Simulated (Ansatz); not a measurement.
Hypothetical rutile SnSe2: element substitutions

Consider SnSe2 in the rutile structure (space group P4_2/mnm, No. 136; a = 6.483 Å, c = 3.971 Å; a hypothetical phase, not in the database extracts checked).

Each row replaces one element on all its sites; cell and atoms are relaxed.

Calculations: Ansatz (a first-principles code) r2SCAN, scalar-relativistic without spin-orbit coupling, earlier PAW set.

| variant | volume per atom | band gap | c/a ratio |
|---|---|---|---|
| base | 27.82 Å³ | zero | 0.613 |
| Se → O | 12.08 Å³ | 1.79 eV | 0.673 |
| Sn → W | 21.40 Å³ | zero | 0.554 |
| Sn → Mn | 21.69 Å³ | zero | 0.638 |

Other magnetic orders, which the real material may have, were not ruled out. No phonon test of stability was made. As relaxed here, WSe2 and MnSe2 are hypothetical phases, not in the database extracts checked. Spin-polarised in the final run: MnSe2; the other runs are not. WSe2 has a high density of states at the Fermi level and may be magnetic at this level. A zero or small gap of SnSe2 can be the functional's error rather than a property of the material.
